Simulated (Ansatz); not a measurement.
Sn: pressure series

Start from Sn in the diamond structure (space group Fd-3m, No. 227; a = 6.655 Å).

Cell and atoms are relaxed at each pressure.

The values are results of Ansatz (an electronic-structure program) PBE, spin-orbit coupling left out, not measurements.

Notes on the quantities. enthalpy: H = E + PV relative to the base's energy.

```json
[
 {"change": "base", "enthalpy": "–", "lattice parameter a": "6.655 Å"},
 {"change": "pressure −2 GPa", "enthalpy": "-0.47 eV/atom", "lattice parameter a": "6.803 Å"},
 {"change": "pressure −1 GPa", "enthalpy": "-0.23 eV/atom", "lattice parameter a": "6.724 Å"},
 {"change": "pressure 3 GPa", "enthalpy": "+0.66 eV/atom", "lattice parameter a": "6.501 Å"},
 {"change": "pressure 7 GPa", "enthalpy": "+1.49 eV/atom", "lattice parameter a": "6.353 Å"},
 {"change": "pressure 15 GPa", "enthalpy": "+3.01 eV/atom", "lattice parameter a": "6.151 Å"},
 {"change": "pressure 30 GPa", "enthalpy": "+5.57 eV/atom", "lattice parameter a": "5.913 Å"},
 {"change": "pressure 50 GPa", "enthalpy": "+8.62 eV/atom", "lattice parameter a": "5.708 Å"},
 {"change": "pressure 75 GPa", "enthalpy": "+12.07 eV/atom", "lattice parameter a": "?"},
 {"change": "pressure 100 GPa", "enthalpy": "+15.25 eV/atom", "lattice parameter a": "5.399 Å"}
]
```

Task: Some entries are withheld; estimate them.

Result: 
- pressure 75 GPa, lattice parameter a: 5.530 Å

Load acts through the strain it causes; cell and atoms are relaxed under it. No phonon test of stability was made. Tetrahedral semiconductors of this kind turn to denser phases somewhere between about 1 and 50 GPa; those were not computed, so compressed cells here can lie past the real transition.
